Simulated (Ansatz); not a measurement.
## Pressure series in IrO2

Base system: IrO$_{2}$ in the rutile structure (space group P4_2/mnm, No. 136; a = 4.472 Å, c = 3.154 Å).

Cell and atoms are relaxed at each pressure.

All numbers come from PBEsol/PAW in Ansatz (a quantum-chemistry and plane-wave program), scalar-relativistic without spin-orbit coupling.

Notes on the quantities. enthalpy: H = E + PV relative to the base's energy.

| change | enthalpy | volume per atom |
|---|---|---|
| base | – | 10.51 Å³ |
| pressure −2 GPa | -0.13 eV/atom | 10.58 Å³ |
| pressure −1 GPa | -0.07 eV/atom | 10.55 Å³ |
| pressure 0.3 GPa | +0.02 eV/atom | 10.50 Å³ |
| pressure 0.7 GPa | +0.05 eV/atom | ___ |
| pressure 1.5 GPa | +0.10 eV/atom | 10.46 Å³ |
| pressure 3 GPa | +0.20 eV/atom | 10.41 Å³ |
| pressure 5 GPa | +0.33 eV/atom | 10.34 Å³ |
| pressure 7.5 GPa | +0.49 eV/atom | 10.26 Å³ |
| pressure 10 GPa | +0.65 eV/atom | 10.18 Å³ |

Q: Complete the table.

A: 
- pressure 0.7 GPa, volume per atom: 10.49 Å³

Load acts through the strain it causes; cell and atoms are relaxed under it. No phonon test of stability was made. No other phases were tried under pressure. No Hubbard U is applied, and correlation can decide whether such a compound is a metal. The final runs are not spin-polarised.
